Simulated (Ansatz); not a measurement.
How the band gap of Y₂Hf₂O₇ (C2/m, No. 12, 11 atoms in the cell; start mp-1101177) moves with the method

No measured value is used here.

```csv
level (code),value (eV)
LDA (Ansatz),4.23
PBEsol+SOC (Ansatz),4.33 (indirect)
dielectric-dependent PBEsol hybrid (Ansatz),6.73
HSE06+SOC (Ansatz),…
PBE0 (Ansatz),6.67
```

Problem. What belongs in the gaps?

Solution. 
- HSE06+SOC (Ansatz, a program for electronic structure), value (eV): 5.95 (indirect)

Computed values are for a static lattice. Spin–orbit coupling is included only where a level's name says +SOC; with heavier elements it mostly lowers gaps and can invert bands.  Values are at the PBEsol cell. Cutoffs and k meshes differ between the levels. Ansatz's density-functional and Hartree–Fock values are scalar-relativistic unless marked +SOC, with PAW data made under PBE.

A start named mp-… is a Materials Project structure, which need not be a measured phase.
